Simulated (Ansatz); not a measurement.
Structures of equal composition on the (0001) surface of hcp Ti: one row in 3 of the top plane missing; (√3x√3)R30°, one Ti site of the top plane empty. The slabs share one bottom face, and each structure is named by its start. These are constructed structures in small cells; real faces may alloy, dewet or reconstruct in larger ones, and not all known structures of the face are among them. Slabs of about 12 Å with all that they carry, Fermi-Dirac smearing of 0.1 eV. Bottom of the slabs: a bare face, its two planes held. Relaxed from the named starts with such symmetry as they have, on meshes of like density; energies extrapolated to zero smearing; no spin-orbit coupling, no U. Spin-polarised runs, if any, are marked in brackets, and their order is one that fits the cell; the others ran without spin. The cells differ, so small differences also carry the error of unlike k-meshes.

Calculation: PBE (plane waves to 420 eV, PAW; Ansatz, an electronic-structure program).

Problem. Rank these by energy per 1x1 cell (lowest first), as PBE gives it.

Solution. one row in 3 of the top plane missing (0.00 eV (2 Ti–Ti bonds formed)), (√3x√3)R30°, one Ti site of the top plane empty (0.27 eV)
